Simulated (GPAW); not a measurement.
**GPAW run on Sr3Bi (P6_3/mmc, 8 atoms in the cell): self-consistent single point**

Method: PBEsol, GPAW PAW datasets PBEsol (made by gpaw-setup) (plane waves; GPAW).

The input file:

```python
from ase import Atoms
from ase.units import GPa
from gpaw import GPAW, PW

atoms = Atoms(['Sr', 'Sr', 'Sr', 'Sr', 'Sr', 'Sr', 'Bi', 'Bi'],
              cell=[[7.602202, 0.000000, 0.000000],
                    [-3.801101, 6.583699, 0.000000],
                    [0.000000, 0.000000, 6.147785]],
              positions=[[1.951960, 1.126965, 4.610839],
                         [1.849141, 5.456734, 1.536946],
                         [0.000000, 2.253929, 1.536946],
                         [3.801101, 4.329770, 4.610839],
                         [5.650242, 1.126965, 4.610839],
                         [-1.849141, 5.456734, 1.536946],
                         [3.801105, 2.194564, 1.536946],
                         [-0.000004, 4.389135, 4.610839]],
              pbc=True)

calc = GPAW(mode=PW(550),
            xc='PBEsol',
            kpts=(5, 5, 5),
            occupations={'name': 'methfessel-paxton', 'width': 0.136, 'order': 0},
            nbands=-16,
            symmetry={'symmorphic': False, 'tolerance': 0.0005},
            maxiter=100,
            txt='-')

atoms.calc = calc

energy = atoms.get_potential_energy()
print('Energy (eV):', round(energy, 6))
forces = atoms.get_forces()
print('Forces (eV/Ang):')
print(forces.round(5))
stress = atoms.get_stress()
print('Stress (GPa, Voigt):', (stress / GPa).round(4))
```

Output (repeated stretches shortened):

```
Input parameters:
  kpts: [5 5 5]
  maxiter: 100
  mode: {ecut: 550.0,
         name: pw}
  nbands: -16
  occupations: {name: methfessel-paxton,
                order: 0,
                width: 0.136}
  symmetry: {symmorphic: False,
             tolerance: 0.0005}
  xc: PBEsol

species:
  Sr:
    name: Strontium
    Z: 38.0
    valence: 10
    core: 28
    charge: 0.0
    file: Sr.PBEsol.gz

    # Using partial waves for Sr as LCAO basis

  Bi:
    name: Bismuth
    Z: 83.0
    valence: 15
    core: 68
    charge: 0.0
    file: Bi.PBEsol.gz

    # Using partial waves for Bi as LCAO basis

Reference energy: -1688055.306326  # eV

Spin-paired calculation

Convergence criteria:
 Maximum [total energy] change in last 3 cyles: 0.0005 eV / valence electron
 Maximum integral of absolute [dens]ity change: 0.0001 electrons / valence electron
 Maximum integral of absolute [eigenst]ate change: 4e-08 eV^2 / valence electron
 Maximum number of scf [iter]ations: 100

Symmetries present (total): 24
Symmetries with fractional translations: 12
125 k-points: 5 x 5 x 5 Monkhorst-Pack grid
15 k-points in the irreducible part of the Brillouin zone
       k-points in crystal coordinates                weights
   0:     0.00000000    0.00000000    0.00000000          1/125
   1:     0.00000000    0.00000000    0.20000000          2/125
   2:     0.00000000    0.00000000    0.40000000          2/125
   [... 7 lines left out ...]
          ...
  14:     0.40000000    0.40000000    0.40000000         12/125

Wave functions: Plane wave expansion
  Cutoff energy: 550.000 eV
  Number of coefficients (min, max): 8999, 9113
  Pulay-stress correction: 0.000000 eV/Ang^3 (de/decut=0.000000)

Occupation numbers: Methfessel-Paxton:
  width: 0.1360  # eV
  order: 0

Eigensolver

Densities:
  Coarse grid: 42*42*36 grid
  Fine grid: 84*84*72 grid
  Total Charge: 0.000000

Density mixing:
  Method: separate
  Backend: pulay
  Linear mixing parameter: 0.05
  old densities: 5
  Damping of long wavelength oscillations: 50

Hamiltonian:
  XC and Coulomb potentials evaluated on a 84*84*72 grid
  External potential:
    NoExternalPotential

XC parameters: PBEsol with 2 nearest neighbor stencil

Number of atoms: 8
Number of atomic orbitals: 48
Number of bands in calculation: 61
Number of valence electrons: 90
Bands to converge: occupied

Density initialized from atomic densities
  48 bands from LCAO basis set
  13 bands from random numbers

Atomic positions and initial magnetic moments

Positions:
   0 Sr     1.951960    1.126965    4.610839    ( 0.0000,  0.0000,  0.0000)
   1 Sr     1.849141    5.456734    1.536946    ( 0.0000,  0.0000,  0.0000)
   2 Sr     0.000000    2.253929    1.536946    ( 0.0000,  0.0000,  0.0000)
   3 Sr     3.801101    4.329770    4.610839    ( 0.0000,  0.0000,  0.0000)
   4 Sr     5.650242    1.126965    4.610839    ( 0.0000,  0.0000,  0.0000)
   5 Sr    -1.849141    5.456734    1.536946    ( 0.0000,  0.0000,  0.0000)
   6 Bi     3.801105    2.194564    1.536946    ( 0.0000,  0.0000,  0.0000)
   7 Bi    -0.000004    4.389135    4.610839    ( 0.0000,  0.0000,  0.0000)

Unit cell:
           periodic     x           y           z      points  spacing
  1. axis:    yes    7.602202    0.000000    0.000000    42     0.1568
  2. axis:    yes   -3.801101    6.583699    0.000000    42     0.1568
  3. axis:    yes    0.000000    0.000000    6.147785    36     0.1708

  Lengths:   7.602202   7.602201   6.147785
  Angles:   90.000000  90.000000 120.000004

Effective grid spacing dv^(1/3) = 0.1692

     iter     time        total  log10-change:
                         energy   eigst   dens
iter:   1 --:--:--   -24.869678
iter:   2 --:--:--   -25.281525   -1.21  -1.46
iter:   3 --:--:--   -25.204133   -2.09  -1.48
iter:   4 --:--:--   -25.092138   -1.92  -1.53
iter:   5 --:--:--   -25.054985   -3.29  -1.79
iter:   6 --:--:--   -25.009011   -2.78  -1.83
iter:   7 --:--:--   -25.022886   -3.35  -2.10
iter:   8 --:--:--   -25.010156c  -3.85  -2.33
iter:   9 --:--:--   -25.008285c  -4.22  -2.59
iter:  10 --:--:--   -25.006553c  -4.21  -2.76
iter:  11 --:--:--   -25.007123c  -4.39  -3.04
iter:  12 --:--:--   -25.006476c  -5.38  -3.21
iter:  13 --:--:--   -25.006524c  -5.84  -3.29
   [... 2 lines left out ...]
iter:  16 --:--:--   -25.006479c  -5.52  -3.37
iter:  17 --:--:--   -25.006395c  -5.29  -3.30
iter:  18 --:--:--   -25.006404c  -6.16  -3.57
iter:  19 --:--:--   -25.006382c  -6.48  -3.73
iter:  20 --:--:--   -25.006374c  -6.76  -3.98
iter:  21 --:--:--   -25.006368c  -7.39  -4.17c
iter:  22 --:--:--   -25.006366c  -7.65c -4.37c

Converged after 22 iterations.

Dipole moment: (0.000000, -0.000000, -0.000000) |e|*Ang

Energy contributions relative to reference atoms: (reference = -1688055.306326)

Kinetic:        +25.049138
Potential:       -7.362837
External:        +0.000000
XC:             -38.515344
Entropy (-ST):   -0.073745
Local:           -4.140451
SIC:             +0.000000
--------------------------
Free energy:    -25.043239
Extrapolated:   -25.006366

Showing only first 2 kpts
 Kpt  Band  Eigenvalues  Occupancy
  0    43      4.87973    2.00000
  0    44      5.93987    1.07899
  0    45      5.97867    0.76084
  0    46      5.97868    0.76079

  1    43      4.83788    2.00000
  1    44      5.41223    2.00000
  1    45      5.41227    2.00000
  1    46      5.99746    0.61727

Fermi level: 5.94940

No gap
No difference between direct/indirect transitions
Energy (eV): -25.006366

Forces in eV/Ang:
  0 Sr    0.02370    0.01368    0.00000
  1 Sr   -0.02370   -0.01368   -0.00000
  2 Sr   -0.00000    0.02737   -0.00000
  3 Sr   -0.00000   -0.02737    0.00000
  4 Sr   -0.02370    0.01368    0.00000
  5 Sr    0.02370   -0.01368   -0.00000
  6 Bi    0.00000    0.00000    0.00000
  7 Bi    0.00000   -0.00000    0.00000

Stress tensor:
    -0.000040    -0.000000     0.000000
    -0.000000    -0.000040     0.000000
     0.000000     0.000000     0.000133
Stress (GPa, Voigt): [-0.0064 -0.0064  0.0214  0.      0.     -0.    ]
```

The run converged in 22 iterations. GPAW prints stress with tension positive.

The starting cell comes from a database of computed structures (which also holds hypothetical and non-ambient phases and stackings), without a prior relaxation at this level. Its lattice was rescaled by a random factor within 2.5 % of one. Spin-orbit coupling is off.

Cost on one core of a shared machine: roughly 4 min.
